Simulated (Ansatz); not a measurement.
Consider CdTe in the zinc blende structure (space group F-43m, No. 216; a = 6.5576 Å). Axes: x, y, z lie along the cube axes.

Now apply this change: the cell is compressed by 5.68 % along y with no lateral relaxation, atoms relaxed at fixed cell.

Levels (all Ansatz, a first-principles code, PAW): r2SCAN (500 eV, spin-orbit coupling left out); HSE06 (420 eV, no spin-orbit coupling).

The geometry is relaxed with r2SCAN.

| Property | Value |
|---|---|
| r2SCAN lowest conduction level above the VBM at special points | Γ 1.23 eV; N 2.12 eV; M 2.56 eV |

With HSE06 at the same geometry, the lowest conduction level above the VBM at special points changes from Γ 1.23 eV; N 2.12 eV; M 2.56 eV to Γ 1.58 eV; N 2.52 eV; M 2.96 eV.

Single points use the geometry relaxed with r2SCAN. The levels and masses belong to the bands next to the band gap. The cells carry an imposed strain or load. Whether these cells are dynamically stable was not tested. Labels are those of the standard path for the cell's own space group.
